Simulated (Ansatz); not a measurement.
A geometry from early in the relaxation of F on the 1x1 (100) surface of fcc Cu, one in a 2x2 cell, started at the site 'bridge Cu-Cu (span 2.6 Å)'.

```
CELL_PARAMETERS angstrom
      5.13360     0.00000     0.00000
      0.00000     5.13360     0.00000
      0.00000     0.00000    24.50000
ATOMIC_POSITIONS crystal
  Cu 0.25000 0.25000 0.39086
  Cu 0.25000 0.75000 0.39086
  Cu 0.75000 0.25000 0.39086
  Cu 0.75000 0.75000 0.39086
  Cu 0.00000 0.00000 0.46272
  Cu 0.00000 0.50000 0.46272
  Cu 0.50000 0.00000 0.46272
  Cu 0.50000 0.50000 0.46272
  Cu 0.24972 0.25000 0.53715
  Cu 0.24833 0.75000 0.53746
  Cu 0.75028 0.25000 0.53715
  Cu 0.75167 0.75000 0.53746
  Cu 0.00000 0.99759 0.61016
  Cu 0.00000 0.50241 0.61016
  Cu 0.50000 0.99892 0.60846
  Cu 0.50000 0.50108 0.60846
  F  0.00000 0.25000 0.66991
```

Set-up: 17 atoms, 5.3 Å thick at the start under the adsorbate (thin: gaps and levels are the slab's own); mesh 6x6x1; 0.1 eV smearing; dipole correction on; one frame; held to the start's symmetry, so lower structures may exist; no spin, no spin-orbit, no U, no dispersion correction.

### Question
Which of the free atoms feel forces over three tenths of the largest in PBE in Ansatz (a first-principles code), and what are they? Held atoms (counted from 1): 1, 2, 3, 4, 5, 6, 7, 8.

### Answer


```
atom  Fx (eV/Å)     Fy     Fz
----  ---------  -----  -----
Cu13       0.00  -0.34   0.07
Cu14       0.00   0.34   0.07
F17        0.00   0.00   0.21
Cu15       0.00  -0.08  -0.13
Cu16       0.00   0.08  -0.13
Cu9        0.06   0.00  -0.11
Cu10      -0.11   0.00   0.07
Cu11      -0.06   0.00  -0.11
Cu12       0.11   0.00   0.07
```
